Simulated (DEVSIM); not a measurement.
## abrupt Si n-p junction

System: abrupt Si n-p junction, at 300 K.

```csv
layer (left to right),material,thickness (μm),Nd (cm⁻³),Na (cm⁻³),τn (s),τp (s)
1,Si,43.0,7e16,-,0.00012,0.00012
2,Si,0.460,-,6.5e14,0.00012,0.00012
```

Left contact: ohmic. Right contact: ohmic. Voltage is applied to the left contact. Recombination: SRH at mid-gap, Auger. Gap narrowing is on: ΔEg = 6.92 meV × (l + √(l² + 0.5)), l = ln(N/1.3e17 cm⁻³), shared equally by both band edges. Mobility is μmin + (μ − μmin)/(1 + (N/Nref)^α).

The device is made up for the run: typed textbook-type constants, with dimensions and the other settings drawn at random. Values at 300 K.

| parameter | Si |
|---|---|
| gap (eV) | 1.124 |
| affinity (eV) | 4.05 |
| permittivity | 11.7 |
| Nc (cm⁻³) | 2.86e19 |
| Nv (cm⁻³) | 3.1e19 |
| μn (cm²/Vs) | 1417 |
| μp (cm²/Vs) | 470 |
| μn,min | 52 |
| μp,min | 45 |
| Nref,n | 9.7e16 |
| Nref,p | 2.2e17 |
| αn | 0.68 |
| αp | 0.72 |
| Cn (cm⁶/s) | 2.8e-31 |
| Cp (cm⁶/s) | 9.9e-32 |

Model (solved in DEVSIM): 1D drift-diffusion, Boltzmann statistics, complete ionisation; no tunnelling, impact ionisation, image-force lowering or self-heating.

The potential step across the device at zero bias is 0.689 V. The largest field in the device at zero bias is 20000 V/cm, the dark forward voltage at 1 A/cm² comes out as 0.409 V and the dark forward voltage at 100 A/cm² is 0.612 V.

Dark forward current:

(V (V), J (A/cm²)): (-0.05, -2.6e-6); (-0.15, -0.00012); (-0.30, -0.025); (-0.40, -0.76); (-0.55, -42); (-0.65, -150); (-0.75, -300); (-0.90, -560); (-1.00, -740); (-1.10, -930); (-1.25, -1200); (-1.35, -1400); (-1.50, -1700); (-1.60, -1900)

Small-signal capacitance in reverse bias (quasi-static):

```json
[
 {"V (V)": "0.1", "C (nF/cm²)": "22.0"},
 {"V (V)": "0.25", "C (nF/cm²)": "21.7"},
 {"V (V)": "0.5", "C (nF/cm²)": "21.4"},
 {"V (V)": "0.75", "C (nF/cm²)": "21.2"},
 {"V (V)": "1", "C (nF/cm²)": "21.0"},
 {"V (V)": "1.5", "C (nF/cm²)": "20.6"},
 {"V (V)": "2", "C (nF/cm²)": "20.2"},
 {"V (V)": "2.5", "C (nF/cm²)": "19.9"},
 {"V (V)": "3.25", "C (nF/cm²)": "19.4"},
 {"V (V)": "4", "C (nF/cm²)": "18.9"},
 {"V (V)": "5", "C (nF/cm²)": "18.4"}
]
```
